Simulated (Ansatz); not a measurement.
## Au, response to strain

The reference is Au in the fcc (Cu type) structure (space group Fm-3m, No. 225; a = 4.083 Å). Axes: x, y, z lie along the cube axes.

Strains are applied to the cell and any free atomic positions relax; under biaxial strain the out-of-plane vector relaxes too; under stress the whole cell relaxes.

Levels (all Ansatz, an electronic-structure program, PAW): PBEsol (420 eV, no SOC); r2SCAN (500 eV, no spin-orbit coupling).

Pressures by level, all at the geometries relaxed with PBEsol:

```json
[
 {"case": "base", "PBEsol": "0.0 GPa", "r2SCAN": "5.1 GPa"},
 {"case": "biaxial strain +0.31 %, plane normal [111], relaxed out of plane", "PBEsol": "-0.4 GPa", "r2SCAN": "4.7 GPa"},
 {"case": "uniaxial strain ε_xx = −0.57 %", "PBEsol": "1.0 GPa", "r2SCAN": "6.1 GPa"},
 {"case": "uniaxial strain ε_zz = +0.55 %", "PBEsol": "-0.9 GPa", "r2SCAN": "4.1 GPa"},
 {"case": "uniaxial stress, 8 GPa tension along z", "PBEsol": "-2.7 GPa", "r2SCAN": "2.2 GPa"},
 {"case": "tensor shear ε_xz = −0.94 %", "PBEsol": "0.0 GPa", "r2SCAN": "5.1 GPa"}
]
```

Single points use the geometry relaxed with PBEsol. Their cutoffs differ, which shifts pressures a little. Without a gap, meshes like the base's 20×20×20 leave anisotropic stresses uncertain by several tenths of a GPa, and small strain energies with them. Beyond what the load breaks, stability against distortions was not tested.
